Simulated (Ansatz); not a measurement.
Partial pair distribution functions of a relaxed model of amorphous Bi44, broadened by 0.06 Å; density 9.90 g/cm³. Calculation: PBE, scalar-relativistic without spin-orbit coupling (plane waves to 420 eV, PAW; Ansatz, a first-principles code).

Preparation: random packing, a CHGNet melt and quench, and a DFT relaxation. The hot cell started wider than the set density and was brought back towards it in steps. It is the lowest in DFT energy of 3 quenches. It is a model cell: composition and starting density were chosen by hand, and all elements were melted together. No dispersion term was used. Its density started from a set value of 9.64 and ended at 9.90 g/cm³. The simulated quench (nominally 30 K/ps over its main leg) is rapid and tends to freeze in more defects than a deposited or slowly cooled glass has. One small periodic cell is one sample of the glass; other quenches scatter about these values. Volume and shape were free in the relaxation. Stress components on the final sampling reach 0.7 GPa. On a 2×2×2 Γ-centred mesh force components of up to 0.43 eV/Å stay, since the relaxation ran on one k-point at (1/4, 1/4, 1/4).

```json
[
 {"r (Å)": "2.95", "g Bi-Bi": "0.01"},
 {"r (Å)": "3.05", "g Bi-Bi": "0.44"},
 {"r (Å)": "3.15", "g Bi-Bi": "2.54"},
 {"r (Å)": "3.25", "g Bi-Bi": "4.41"},
 {"r (Å)": "3.35", "g Bi-Bi": "3.70"},
 {"r (Å)": "3.45", "g Bi-Bi": "1.81"},
 {"r (Å)": "3.55", "g Bi-Bi": "1.63"},
 {"r (Å)": "3.65", "g Bi-Bi": "1.32"},
 {"r (Å)": "3.75", "g Bi-Bi": "0.88"},
 {"r (Å)": "3.85", "g Bi-Bi": "0.85"},
 {"r (Å)": "3.95", "g Bi-Bi": "0.83"},
 {"r (Å)": "4.05", "g Bi-Bi": "0.72"},
 {"r (Å)": "4.15", "g Bi-Bi": "0.77"},
 {"r (Å)": "4.25", "g Bi-Bi": "0.72"},
 {"r (Å)": "4.35", "g Bi-Bi": "0.96"},
 {"r (Å)": "4.45", "g Bi-Bi": "1.29"},
 {"r (Å)": "4.55", "g Bi-Bi": "1.23"},
 {"r (Å)": "4.65", "g Bi-Bi": "1.08"},
 {"r (Å)": "4.75", "g Bi-Bi": "0.89"},
 {"r (Å)": "4.85", "g Bi-Bi": "0.86"},
 {"r (Å)": "4.95", "g Bi-Bi": "1.08"},
 {"r (Å)": "5.05", "g Bi-Bi": "0.92"},
 {"r (Å)": "5.15", "g Bi-Bi": "0.75"},
 {"r (Å)": "5.25", "g Bi-Bi": "0.86"},
 {"r (Å)": "5.35", "g Bi-Bi": "0.75"},
 {"r (Å)": "5.45", "g Bi-Bi": "0.93"}
]
```

Within 3.66 Å each Bi has 6.18 Bi neighbours on average.
